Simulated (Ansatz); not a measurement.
Calculation: PBE (plane waves to 420 eV, PAW; Ansatz, a first-principles code).

Electrostatic potential energy of an electron, averaged over planes parallel to the surface, in eV from the Fermi level, for CH3 on the 1x1 (0001) surface of hcp Re, one in a 2x2 cell, started at the site 'bridge Re-Re (span 2.8 Å)':

```json
[
 {"z (Å)": "5.49", "V (eV)": "4.95"},
 {"z (Å)": "5.78", "V (eV)": "4.95"},
 {"z (Å)": "6.07", "V (eV)": "4.95"},
 {"z (Å)": "6.36", "V (eV)": "4.94"},
 {"z (Å)": "6.64", "V (eV)": "4.92"},
 {"z (Å)": "6.93", "V (eV)": "4.89"},
 {"z (Å)": "7.22", "V (eV)": "4.82"},
 {"z (Å)": "7.51", "V (eV)": "4.67"},
 {"z (Å)": "7.80", "V (eV)": "4.37"},
 {"z (Å)": "8.09", "V (eV)": "3.75"},
 {"z (Å)": "8.38", "V (eV)": "2.47"},
 {"z (Å)": "8.67", "V (eV)": "-0.17"},
 {"z (Å)": "8.96", "V (eV)": "-6.21"},
 {"z (Å)": "9.24", "V (eV)": "-15.48"},
 {"z (Å)": "9.53", "V (eV)": "-22.37"},
 {"z (Å)": "9.82", "V (eV)": "-23.57"},
 {"z (Å)": "10.11", "V (eV)": "-18.52"},
 {"z (Å)": "10.40", "V (eV)": "-9.81"},
 {"z (Å)": "10.69", "V (eV)": "-3.63"},
 {"z (Å)": "10.98", "V (eV)": "-5.22"},
 {"z (Å)": "11.27", "V (eV)": "-13.44"},
 {"z (Å)": "11.56", "V (eV)": "-21.29"},
 {"z (Å)": "11.84", "V (eV)": "-24.14"},
 {"z (Å)": "12.13", "V (eV)": "-20.52"},
 {"z (Å)": "12.42", "V (eV)": "-12.18"},
 {"z (Å)": "12.71", "V (eV)": "-3.77"},
 {"z (Å)": "13.00", "V (eV)": "-1.08"},
 {"z (Å)": "13.29", "V (eV)": "-3.72"},
 {"z (Å)": "13.58", "V (eV)": "-12.08"},
 {"z (Å)": "13.87", "V (eV)": "-20.44"},
 {"z (Å)": "14.16", "V (eV)": "-24.11"},
 {"z (Å)": "14.44", "V (eV)": "-21.35"},
 {"z (Å)": "14.73", "V (eV)": "-13.56"},
 {"z (Å)": "15.02", "V (eV)": "-5.30"},
 {"z (Å)": "15.31", "V (eV)": "-3.60"},
 {"z (Å)": "15.60", "V (eV)": "-9.65"},
 {"z (Å)": "15.89", "V (eV)": "-18.45"},
 {"z (Å)": "16.18", "V (eV)": "-23.70"},
 {"z (Å)": "16.47", "V (eV)": "-22.74"},
 {"z (Å)": "16.76", "V (eV)": "-16.05"},
 {"z (Å)": "17.04", "V (eV)": "-6.97"},
 {"z (Å)": "17.33", "V (eV)": "-1.44"},
 {"z (Å)": "17.62", "V (eV)": "-0.40"},
 {"z (Å)": "17.91", "V (eV)": "-0.68"},
 {"z (Å)": "18.20", "V (eV)": "-1.18"},
 {"z (Å)": "18.49", "V (eV)": "-0.29"},
 {"z (Å)": "18.78", "V (eV)": "2.14"},
 {"z (Å)": "19.07", "V (eV)": "3.06"},
 {"z (Å)": "19.36", "V (eV)": "3.41"},
 {"z (Å)": "19.64", "V (eV)": "3.54"},
 {"z (Å)": "19.93", "V (eV)": "3.59"},
 {"z (Å)": "20.22", "V (eV)": "3.61"},
 {"z (Å)": "20.51", "V (eV)": "3.62"},
 {"z (Å)": "20.80", "V (eV)": "3.62"},
 {"z (Å)": "21.09", "V (eV)": "3.63"},
 {"z (Å)": "21.38", "V (eV)": "3.63"},
 {"z (Å)": "21.67", "V (eV)": "3.63"},
 {"z (Å)": "21.96", "V (eV)": "3.63"},
 {"z (Å)": "22.24", "V (eV)": "3.63"},
 {"z (Å)": "22.53", "V (eV)": "3.63"},
 {"z (Å)": "22.82", "V (eV)": "3.63"}
]
```

Slab: 20 atoms, 6.5 Å thick at the start under the adsorbate (thin: gaps and levels are the slab's own); k 6x6x1, smearing 0.1 eV, dipole-corrected; 8 atoms held, the rest relaxed; no symmetry held; no spin, no spin-orbit, no U, no dispersion correction. At the end it is bonded to 3 Re. In PBE it is, or lies within 0.03 eV of, the lowest of the starts that converged.

Problem. The surface cell has an area of 26.69 Å². What dipole along the normal does the step between the two vacuum levels imply?

Solution. the top vacuum level lies 1.33 eV below the bottom one; p = −ε₀ A ΔV (ε₀ = 0.005526 e/(V·Å)) gives 0.20 e·Å a cell.
